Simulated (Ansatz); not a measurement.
An Ansatz (an electronic-structure program) run: Zr3N4 with a change (pressure 0.7 GPa); PBE (Ansatz), no spin-orbit coupling.

Input:

Ansatz 0.2 input:
```yaml
crystal:
  lattice:
    - [-3.3898191351, 3.3898191351, 3.3898191351]
    - [3.3898191351, -3.3898191351, 3.3898191351]
    - [3.3898191351, 3.3898191351, -3.3898191351]
  atoms:
    - { symbol: Zr, position: [0.875, 0.125, 0.75] }
    - { symbol: Zr, position: [0.625, 0.375, 0.25] }
    - { symbol: Zr, position: [0.75, 0.875, 0.125] }
    - { symbol: Zr, position: [0.25, 0.625, 0.375] }
    - { symbol: Zr, position: [0.125, 0.75, 0.875] }
    - { symbol: Zr, position: [0.375, 0.25, 0.625] }
    - { symbol: N, position: [0.6340704401, 0.6340704401, 0.6340704401] }
    - { symbol: N, position: [0.3659295599, 0.5, 0] }
    - { symbol: N, position: [0.5, 0, 0.8659295599] }
    - { symbol: N, position: [0, 0.3659295599, 0.5] }
    - { symbol: N, position: [0.8659295599, 0.5, 0] }
    - { symbol: N, position: [0.1340704401, 0.1340704401, 0.1340704401] }
    - { symbol: N, position: [0, 0.8659295599, 0.5] }
    - { symbol: N, position: [0.5, 0, 0.3659295599] }
basis: { ecutwfc: 420, ecutrho_ratio: 4, xc_grid: 2, fft_grid_basis: typed }
kpoints: { mp_grid: { grid: [6, 6, 6] } }
hamiltonian:
  xc: pbe
  dispersion: none
  pseudopotentials: { kind: paw }
scf: { occupations: { method: fermi_dirac, width: 0.05 } }
relax: { f_tol: 0.01, max_steps: 60, cell: { stress_tol: 0.02, p_target: 0.7 } }
output: { forces: true, stress: true }
checkpoint: { write: state.ck, write_every: 1000 }
```

Output (explanatory and most iteration lines left out):

```
Relaxation: its limit of steps is 60 (relax.max_steps)
Pseudopotential: Zr, paw, valence charge 12
Pseudopotential: N, paw, valence charge 5
Crystal: 14 atoms, lattice volume = 155.808 Å³
Basis set: ecut = 420 eV, 3055 PW (Γ), exchange–correlation on 80×80×80 points (8 copies of the dense FFT grid, shifted against one another)
Bands: 70, of which v1, the nominal top of the filled ones, is band 56 counted from 1 (55 counted from 0)
Symmetry: 24 space group operations
Space group: I-43d (ITA 220), of the structure as read, at distance tolerance 5.4e-5 Å
k-points: 16 of 216 (time reversal used)
Functional: x = pbe(κ = 0.804, μ = 0.2195149727645171), c = pbe(β = 0.06672455060314922)
SCF iter   1: F=—  HF=-28195.886355 eV  |F-HF|=—  |Δ(HF+E_count)|=         —  Δρ=3.88e-3  dr2=9.85e-3  ethr=1.77e-3  ⟨swp⟩=4.6  Hψ=4063  notcnv=0  defer=21
SCF iter   2: F=—  HF=-28195.883198 eV  |F-HF|=—  |Δ(HF+E_count)|=   3.16e-3  Δρ=2.11e-3  dr2=2.08e-3  ethr=8.79e-6  ⟨swp⟩=2.0  Hψ=2163  notcnv=0  defer=29
SCF 1 converged in 6 iterations: F = -28195.884802 eV  dr2 = 1.71e-8
relax step   1: F+E_penalty+E_count = -28195.88480189 eV  Δ(F+E_penalty+E_count) = +0.000e0 eV  max|allowed force component| = 2.648e-3 eV/Å  Δτ_max = 0.0000 Å  P = +0.309 GPa  Ω = 155.808 Å³  (6 SCF iters, dr2 threshold 1.00e-7 eV, accepted)
[... steps on the carried basis left out ...]
relax step   5: F+E_penalty+E_count = -28195.88360229 eV  Δ(F+E_penalty+E_count) = +1.235e-3 eV  max|allowed force component| = 7.161e-5 eV/Å  Δτ_max = 0.0000 Å  P = +0.690 GPa  Ω = 155.461 Å³  stress off target by 9.64e-3 GPa  SCF on the basis re-selected at this cell (its energy is not comparable with the rows above)  (5 SCF iters)
SCF converged after 5 iterations
Free energy (F): -28195.883602 eV
Internal energy: -28195.883582 eV  (E = F + TS)
E sigma→0 (E₀):  -28195.883592 eV
Entropy (-TS):   -0.000020 eV (-0.001 meV/atom)
Fermi energy:    16.358684 eV
--- Forces (eV/Å), atoms counted from 1 ---
  atom   1  Zr     0.00000000     0.00000000     0.00000000
  atom   2  Zr    -0.00000000    -0.00000000     0.00000000
  atom   3  Zr     0.00000000    -0.00000000     0.00000000
  atom   4  Zr     0.00000000    -0.00000000     0.00000000
  atom   5  Zr    -0.00000000     0.00000000    -0.00000000
  atom   6  Zr     0.00000000    -0.00000000    -0.00000000
  atom   7  N      0.00007161     0.00007161     0.00007161
  atom   8  N      0.00007161    -0.00007161    -0.00007161
  atom   9  N     -0.00007161    -0.00007161     0.00007161
  atom  10  N     -0.00007161     0.00007161    -0.00007161
  atom  11  N      0.00007161    -0.00007161    -0.00007161
  atom  12  N      0.00007161     0.00007161     0.00007161
  atom  13  N     -0.00007161     0.00007161    -0.00007161
  atom  14  N     -0.00007161    -0.00007161     0.00007161
--- Stress (GPa, compression-positive) ---
        0.690363       0.000000       0.000000
       -0.000000       0.690363       0.000000
        0.000000       0.000000       0.690363
  P = ⅓ Tr σ = 0.6904 GPa (6.904 kbar)
--- Relaxed structure (4 steps of the walk, 4 accepted, 1 SCFs on fresh bases) ---
  cell:  # Å, volume = 155.4610 Å³
    - [-3.387301054873521, 3.387301054873521, 3.387301054873521]
    - [3.387301054873521, -3.387301054873521, 3.387301054873521]
    - [3.387301054873521, 3.387301054873521, -3.387301054873521]
  atoms:
    - { symbol: Zr, position: [0.8749999999999999, 0.12500000000000003, 0.75] }
    - { symbol: Zr, position: [0.6249999999999999, 0.37499999999999994, 0.24999999999999997] }
    - { symbol: Zr, position: [0.7499999999999999, 0.8749999999999998, 0.12499999999999999] }
    - { symbol: Zr, position: [0.24999999999999994, 0.6249999999999999, 0.37499999999999994] }
    - { symbol: Zr, position: [0.12500000000000003, 0.75, 0.8749999999999999] }
    - { symbol: Zr, position: [0.37499999999999994, 0.24999999999999994, 0.6249999999999999] }
    - { symbol: N, position: [0.6348207221720994, 0.6348207221720994, 0.6348207221720994] }
    - { symbol: N, position: [0.36517927782790044, 0.49999999999999994, 0.0] }
    - { symbol: N, position: [0.5, 0.0, 0.8651792778279004] }
    - { symbol: N, position: [0.0, 0.36517927782790044, 0.49999999999999994] }
    - { symbol: N, position: [0.8651792778279004, 0.5, 0.0] }
    - { symbol: N, position: [0.13482072217209948, 0.13482072217209948, 0.13482072217209948] }
    - { symbol: N, position: [0.0, 0.8651792778279004, 0.5] }
    - { symbol: N, position: [0.49999999999999994, 0.0, 0.36517927782790044] }
```

Load acts through the strain it causes; cell and atoms are relaxed under it. Whether these cells are dynamically stable was not tested. The cell was made from Zr₃N₄ (space group I-43d, No. 220) by this change: pressure 0.7 GPa.
